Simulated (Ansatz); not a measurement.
## Bi₂Te₂S (within 0.1 Å of I4/mmm, No. 139, 5 atoms in the cell; start mp-632485; a measured phase of this formula has another space group)

These are LDA in Ansatz (plane waves, PAW) values and carry that method's errors.

Run with plane-wave cutoff 520 eV, 8×8×8 k mesh, Fermi–Dirac smearing 0.01 eV, scalar-relativistic PAW data made under PBE.

Cell (relaxed with PBEsol):

Bi₂STe₂ is taken in the tetragonal space group I4/mmm (No. 139), Pearson symbol tI10. Conventional cell: a = 4.372 Å, b = 4.372 Å, c = 18.031 Å, α = 90.00°, β = 90.00°, γ = 90.00°. Bi on 4e has 1 S at 2.511 Å and 4 Te at 3.156 Å and 1 Te at 3.357 Å. Te on 4e has 4 Bi at 3.156 Å and 1 Bi at 3.357 Å. S on 2a sees 2 Bi at 2.511 Å (linear). (Neighbours: up to the widest gap in distance over summed covalent radii, below 1.35, at either atom; cation-cation and far metal-metal contacts left out.)
(The calculation used a cell of 5 atoms; values per cell refer to that cell.)

For Bi₂Te₂S (within 0.1 Å of I4/mmm, No. 139, 5 atoms in the cell; start mp-632485; a measured phase of this formula has another space group), the band gap is 0.08 eV and the smallest direct gap on the k points sampled is 0.34 eV. The Γ–Γ gap is 3.36 eV.

Note: cell and atoms aren't relaxed at this level (pressure -1.1 GPa).

Spin–orbit coupling is not included; it can close the smallest gap of 0.08 eV.

Static lattice: no zero-point or thermal effects.

A start named mp-… is a Materials Project structure, which need not be a measured phase.

Ansatz is an electronic-structure program.
